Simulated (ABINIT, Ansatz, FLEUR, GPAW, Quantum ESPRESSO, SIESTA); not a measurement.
**Code comparison for SnO2 (P4_2/mnm, 6 atoms in the cell)**

Self-consistent single point.

```yaml
crystal:
  lattice:
    - [4.87775, 0.00000, 0.00000]
    - [0.00000, 4.87775, 0.00000]
    - [0.00000, 0.00000, 3.28352]
  atoms:
    - { symbol: Sn, position: [0.50000, 0.50000, 0.50000] }
    - { symbol: Sn, position: [0.00000, 0.00000, 0.00000] }
    - { symbol: O, position: [0.19403, 0.80597, 0.50000] }
    - { symbol: O, position: [0.80597, 0.19403, 0.50000] }
    - { symbol: O, position: [0.69403, 0.69403, 0.00000] }
    - { symbol: O, position: [0.30597, 0.30597, 0.00000] }
```

Shared settings, as Ansatz (an electronic-structure program) writes them: kpoints.mp_grid.grid = 3 3 5; scf.occupations.method = fixed. Potentials and cutoffs stand in the table.

| code | model | pressure (GPa) | largest force (eV/Å) | gap on the mesh (eV) | cutoff |
|---|---|---|---|---|---|
| SIESTA | GGA PBE, numerical atomic orbitals TZP, PseudoDojo PBE standard norm-conserving potentials (rewritten from UPF to PSML) | -3.41 | 0.272 | 0.006 | grid 350 Ry |
| ABINIT | PBE, PAW (JTH v2.0 PBE PAW) | -7.08 | 0.202 | 0.282 | 653 eV |
| GPAW | PBE, GPAW PAW datasets PBE (gpaw-data 1.0.1) | – | 0.209 | 0.320 | 950 eV |
| Ansatz | PBE, PAW files | -6.44 | 0.195 | 0.287 | 420 eV |
| FLEUR | PBE, all-electron FLAPW (FLEUR), scalar-relativistic valence | – | 0.237 | 0.264 | Kmax 4.5 1/bohr |
| Quantum ESPRESSO | PBE, GBRV 1.5 ultrasoft (PBE) pseudopotentials | -5.85 | 0.191 | 0.292 | 40 Ry |

A dash marks a value that a program does not give, or that is left out as unsure.

Gaps are read on the mesh.

The spread over the programs that give each value: pressure within 3.67 GPa; largest force within 0.081 eV/Å; gap on the mesh within 0.314 eV.

SIESTA uses small atom-centred bases, whose incompleteness enters pressures, forces and empty levels differently from a plane-wave cutoff. FLEUR treats all electrons, but the usual bases taken here (sphere radii, linearisation, local orbitals, empty states) were not tested for convergence, so the values are no reference for the others. Ansatz's pressure is given at a fixed set of plane waves, as the other plane-wave codes print theirs; with its correction for the finite basis it is -6.11 GPa (the shift of 0.34 GPa shows how far the cutoff is from converged). The pressure of GPAW is left out: its cutoff lies under the one at which its stress was checked. In the pressure, SIESTA (by 3.03) lies more than 1 GPa from the median of the plane-wave programs. In the gap, SIESTA (by 0.284) lies more than 0.12 eV from the median of the plane-wave programs.

On the base mesh (7 7 10) the same programs gave: Ansatz pressure -6.33 GPa, gap on the mesh 0.291 eV; Quantum ESPRESSO pressure -5.71 GPa, gap on the mesh 0.296 eV; ABINIT pressure -6.96 GPa, gap on the mesh 0.286 eV; GPAW gap on the mesh 0.324 eV; FLEUR gap on the mesh 0.268 eV; SIESTA pressure -3.28 GPa, gap on the mesh 0.009 eV.

The starting cell comes from a database of computed structures (which also holds hypothetical and non-ambient phases and stackings), without a prior relaxation at this level. Its lattice was rescaled by a random factor within 2.5 % of one.

Left out of this page: CP2K (on another mesh).

Keys are those of Ansatz 0.2.
